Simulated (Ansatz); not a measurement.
A calculation on corundum Ga2O3 (metastable phase) returned lattice constant a 4.984 Å, lattice parameter c 13.441 Å, cohesive energy 4.91 eV/atom.

For reference: lattice constant a 4.982 Å (measured, temperature not stated, not corrected to a static lattice; as tabulated in Marezio, Remeika, J. Chem. Phys. 46, 1862 (1967) (COD 1538347)); lattice parameter c 13.433 Å (measured, temperature not stated, no zero-point or thermal correction; as tabulated in Marezio, Remeika, J. Chem. Phys. 46, 1862 (1967) (COD 1538347)).

Problem. Which level of theory produced these numbers?
A) LDA (Ansatz (a first-principles code))
B) PBE (Ansatz)
C) HSE06 (Ansatz)
D) r²SCAN (Ansatz)

Solution. D, r²SCAN (Ansatz)

The others give: HSE06 4.981 Å, 13.443 Å, 4.62 eV/atom; LDA 4.950 Å, 13.306 Å, 5.85 eV/atom; PBE 5.058 Å, 13.623 Å, 4.72 eV/atom.

Unless a cell is named, each level is at its own relaxed cell (HSE06 9.63, LDA 9.41, PBE 10.06, r²SCAN 9.64 Å³/atom).

Ansatz's density-functional and Hartree–Fock values are scalar-relativistic unless marked +SOC, with PAW data made under PBE.
